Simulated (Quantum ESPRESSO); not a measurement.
Worked example: self-consistent single point of BiBr3 (C2/m, 8 atoms in the cell) in Quantum ESPRESSO.

Method of the run: PBEsol, PseudoDojo standard norm-conserving (PBESOL) pseudopotentials (plane waves; Quantum ESPRESSO).

The change in words: lattice scaled by 0.985. Reference geometry:
```yaml
crystal:
  lattice:
    - [3.63466, -6.27518, 0.00000]
    - [3.63466, 6.27518, 0.00000]
    - [-2.45967, 0.00000, 6.59132]
  atoms:
    - { symbol: Bi, position: [0.83326, 0.16674, 0.00000] }
    - { symbol: Bi, position: [0.16674, 0.83326, 0.00000] }
    - { symbol: Br, position: [0.41547, 0.06665, 0.75042] }
    - { symbol: Br, position: [0.58453, 0.93335, 0.24958] }
    - { symbol: Br, position: [0.93335, 0.58453, 0.24958] }
    - { symbol: Br, position: [0.06665, 0.41547, 0.75042] }
    - { symbol: Br, position: [0.76474, 0.76474, 0.74854] }
    - { symbol: Br, position: [0.23526, 0.23526, 0.25146] }
```

Reference input (self-consistent single point, DFT, PBEsol, plane waves, PseudoDojo standard norm-conserving (PBESOL) pseudopotentials): ecutwfc = 70 Ry; occupations = fixed; potentials = {Bi: Bi.upf, Br: Br.upf}; K_POINTS = automatic 2 2 2 0 0 0; nbnd = 44; conv_thr = 1e-10 Ry; mixing_beta = 0.4. This run's input differs from it in these lines:

```diff
@@ -23,10 +23,10 @@
 ATOMIC_POSITIONS angstrom
-Bi    3.63466000   -4.18253297    0.00000000
-Bi    3.63466000    4.18253297    0.00000000
-Br   -0.09344553   -2.18890829    4.94625610
-Br    4.90309253    2.18890829    1.64506090
-Br    4.90309253   -2.18890829    1.64506090
-Br   -0.09344553    2.18890829    4.94625610
-Br    3.71797615    0.00000000    4.93386443
-Br    1.09167085    0.00000000    1.65745257
+Bi    3.58014000   -4.11979478    0.00000000
+Bi    3.58014000    4.11979478    0.00000000
+Br   -0.09204397   -2.15607456    4.87206208
+Br    4.82954597    2.15607456    1.62038492
+Br    4.82954597   -2.15607456    1.62038492
+Br   -0.09204397    2.15607456    4.87206208
+Br    3.66220628    0.00000000    4.85985628
+Br    1.07529572    0.00000000    1.63259072
 K_POINTS automatic
@@ -34,5 +34,5 @@
 CELL_PARAMETERS angstrom
-   3.63466000    -6.27518000     0.00000000
-   3.63466000     6.27518000     0.00000000
-  -2.45967300     0.00000000     6.59131700
+   3.58014000    -6.18105200     0.00000000
+   3.58014000     6.18105200     0.00000000
+  -2.42277800     0.00000000     6.49244700
```

Log, with long lists cut:

```
     Self-consistent Calculation

     iteration #  1     ecut=    70.00 Ry     beta= 0.40

     Threshold (ethr) on eigenvalues was too large:
     Diagonalizing with lowered threshold

     total energy              =    -515.65570716 Ry
     estimated scf accuracy    <       0.34098003 Ry

     iteration #  2     ecut=    70.00 Ry     beta= 0.40

     total energy              =    -515.73177792 Ry
     estimated scf accuracy    <       0.03988402 Ry

     iteration #  3     ecut=    70.00 Ry     beta= 0.40
     c_bands:  1 eigenvalues not converged

     total energy              =    -515.73624436 Ry
     estimated scf accuracy    <       0.00586759 Ry

   [... 7 blocks of this kind left out ...]

     iteration # 11     ecut=    70.00 Ry     beta= 0.40

     total energy              =    -515.73681795 Ry
     estimated scf accuracy    <          2.4E-10 Ry

     iteration # 12     ecut=    70.00 Ry     beta= 0.40
     End of self-consistent calculation

     highest occupied, lowest unoccupied level (ev):     2.5353    5.2797

!    total energy              =    -515.73681795 Ry
     estimated scf accuracy    <          2.1E-11 Ry

     convergence has been achieved in  12 iterations

     Forces acting on atoms (cartesian axes, Ry/au):

     atom    1 type  1   force =     0.00000000   -0.00032110    0.00000000
     atom    2 type  1   force =     0.00000000    0.00032110    0.00000000
     atom    3 type  2   force =     0.00188011    0.00373241   -0.00710159
     atom    4 type  2   force =    -0.00188011   -0.00373241    0.00710159
     atom    5 type  2   force =    -0.00188011    0.00373241    0.00710159
     atom    6 type  2   force =     0.00188011   -0.00373241   -0.00710159
   [... lines left out ...]

     Total force =     0.019986     Total SCF correction =     0.000011

          total   stress  (Ry/bohr**3)                   (kbar)     P=       11.47
   0.00007377   0.00000000   0.00000547           10.85        0.00        0.80
   0.00000000   0.00007598   0.00000000            0.00       11.18        0.00
   0.00000547   0.00000000   0.00008411            0.80        0.00       12.37

   JOB DONE.
```

The run converged in 12 iterations. Against the reference run the free energy goes up by 2.9 meV/atom, the pressure goes from -0.53 to 1.15 GPa, the largest force goes from 0.139 to 0.212 eV/Å and the gap on the mesh goes from 2.716 to 2.744 eV.

The starting cell comes from a database of computed structures (which also holds hypothetical and non-ambient phases and stackings), without a prior relaxation at this level. For this run, on top of that: lattice scaled by 0.985. Spin-orbit coupling is off.

Cost on one core of a shared machine: roughly 3 min.
